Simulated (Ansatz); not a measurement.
A periodic model of amorphous Si24O47H2:

```xyz
73
Lattice="10.2764 0.0000 0.0000 0.0000 10.2764 0.0000 0.0000 0.0000 10.2764" Properties=species:S:1:pos:R:3 pbc="T T T"
Si     2.2733     6.9749     2.4901
Si     3.0608     7.6400     9.9645
Si     4.1375     2.7276     2.1107
Si     2.2041     7.0450     6.0731
Si     4.2887     0.4318     6.0126
Si     9.3140     6.6923     2.3980
Si     8.9676     0.0614     4.9684
Si     0.7087     7.4425     8.5950
Si     6.5096     4.8987     5.3015
Si    10.1355     2.4103     8.6707
Si     4.0025     4.5630     3.6035
Si     7.5801     5.6687     0.1881
Si     1.2210     1.4905     5.9702
Si     6.8602     2.0828     6.2293
Si     9.5783     7.2080     5.1980
Si     6.5503     7.8075     2.0580
Si     7.6209     6.6964     7.4625
Si     2.5966     2.6103     9.6312
Si     4.3184     0.0702     9.0283
Si     6.0324     0.5506     1.1271
Si     7.8908     3.1034     8.8847
Si     4.2097     8.3110     4.1419
Si     2.5324     5.3547     8.2536
Si     8.8197     1.5415     2.2319
O      7.9017     6.4355     9.0539
O      7.2362     4.1082    10.0175
O      5.5199     7.6155     3.3702
O      0.9377     7.1228     5.0443
O      3.2775     3.0361     3.5217
O      4.6364     9.7658     4.7199
O      1.0303     5.8056     8.7857
O      2.5020     5.5314     6.6293
O      6.8022     2.6062     7.7872
O      1.1967     2.9494     5.2718
O      8.4853     0.4832     3.4746
O      4.9841     4.1548     2.3087
O      3.6398     7.5309     5.4722
O      8.7747     1.7582     9.3703
O      3.9922     8.9564     9.8106
O      8.8855     5.6372     1.2116
O      4.8864     4.8401     4.9326
O      9.1051     6.2218     3.9622
O      3.1206     6.8611     1.1063
O      8.9468     8.7060     5.0670
O      5.5995     0.6992     9.8277
O      8.1871     7.9091     2.2941
O      7.0127     8.1846     7.2382
O      4.6307     9.9711     7.4604
O      2.8288     5.6791     3.3647
O      2.7309     0.8615     6.0057
O      1.6395     7.9782     7.3076
O      6.6444     5.5293     6.8327
O      9.2697     3.7570     8.1843
O      7.4191     1.3365     1.3642
O      6.4103     6.5328     0.9958
O      6.1013     9.2453     1.4610
O      1.5028     8.1781     9.8400
O      5.3259     1.6689     5.8717
O      3.5512     6.4947     8.8842
O      0.5922     1.6204     7.4717
O      0.2554     0.4326     5.1985
O      2.8866     8.3522     3.1621
O      2.9842     3.8411     8.6238
O      0.6480     7.0345     2.2327
O      9.0622     6.6402     6.6471
O      3.1257     1.1828     9.0521
O      4.9107     1.3075     2.0768
O      3.1976     2.8737     0.8205
O      7.1754     3.3852     5.2794
O      0.9833     2.6173     9.8223
O      7.9550     0.8767     6.0000
H      6.0905     8.4101     7.4435
H      1.8247     3.0253     4.5188
```

Method: PBE, scalar-relativistic without spin-orbit coupling (plane waves to 420 eV, PAW; Ansatz, an electronic-structure program). The usual formal charges leave 4 electrons over, so the level spacing at the Fermi energy parts defect or band states and needn't be the band gap. In the spin-polarised cell the level spacing at the Fermi energy can part levels of unlike spin.

The cell was made by melting and quenching with the CHGNet potential and then relaxed with DFT. O atoms were pushed apart under 1.9 Å during the dynamics, to hinder bonds among them. The hot cell started wider than the set density and was brought back towards it in steps. It is the lowest in DFT energy of 2 quenches. It is a model cell: composition and starting density were chosen by hand, and all elements were melted together. No dispersion term was used. Its density started from a set value of 2.19 and ended at 2.19 g/cm³. The simulated quench (nominally 530 K/ps over its main leg) is rapid and tends to freeze in more defects than a deposited or slowly cooled glass has. One small periodic cell is one sample of the glass; other quenches scatter about these values. The volume was held where the preparation left it, at a PBE pressure of -0.1 GPa (tension). Stress components on the final sampling reach 2.0 GPa.

Bonds are counted up to Si-Si 2.60 Å, Si-O 1.90 Å, Si-H 1.70 Å, O-O 1.58 Å, O-H 1.16 Å, H-H 0.90 Å. Two cations that share two anions don't count as bonded, nor two that share one unless they lie closer than Si-Si 2.38 Å.

Give the coordination numbers, mean bond lengths and angles.


- Mean coordination of Si by anions: 3.83 (1 with 2, 2 with 3, 21 with 4)
- Mean coordination of O: 2.00 (47 with 2)
- Mean coordination of H: 1.00 (2 with 1)
- Mean Si-O bond: 1.644 Å (spread 0.020 Å, 92 counted)
- Mean O-H bond: 0.977 Å (spread 0.006 Å, 2 counted)
- Bond angle at Si: mean 109.2°, spread 5.8°
- Bond angle at O: mean 133.1°, spread 18.8°

Which atoms depart from the most common coordination of their element?

Si8 has 3 (O57 1.65 Å, O51 1.68 Å, O31 1.68 Å); Si9 has 3 (O69 1.65 Å, O52 1.66 Å, O41 1.67 Å); Si24 has 2 (O54 1.66 Å, O35 1.67 Å).

List the pairs of like atoms that count as bonded by the rules above.

There are none by these rules.
